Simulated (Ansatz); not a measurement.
# Thickness series in hypothetical R-3m MgH2

Take MgH₂ in the CdCl2 type structure (space group R-3m, No. 166; a = 3.0012 Å, c = 11.6711 Å (hexagonal axes); a hypothetical phase, not in the database extracts checked) as the base.

Free-standing slabs (3 atom(s) a layer) normal to the stacking axis with 15 Å of vacuum; in-plane cell relaxed.

Computed with PBE-D3(BJ) (Ansatz, an electronic-structure program, PAW, scalar-relativistic without spin-orbit coupling).

Notes on the quantities. excess energy per area of both faces: slab less bulk energy over the cell's area: twice a surface energy.

| case | band gap | smallest direct gap | excess energy per area of both faces | shortest interatomic distance |
|---|---|---|---|---|
| base | 2.74 eV | 3.64 eV | – | 1.959 Å |
| 1 layer | 4.90 eV | 5.16 eV | 0.30 J/m² | 1.967 Å |
| 2 layers | 3.84 eV | 4.33 eV | 0.32 J/m² | 1.957 Å |
| 3 layers | 3.42 eV | 4.03 eV | 0.33 J/m² | 1.957 Å |
| 4 layers | 3.17 eV | 3.87 eV | 0.33 J/m² | 1.957 Å |

The excess energy carries the mismatch between the slab's and the bulk's meshes. No phonon test of stability was made.
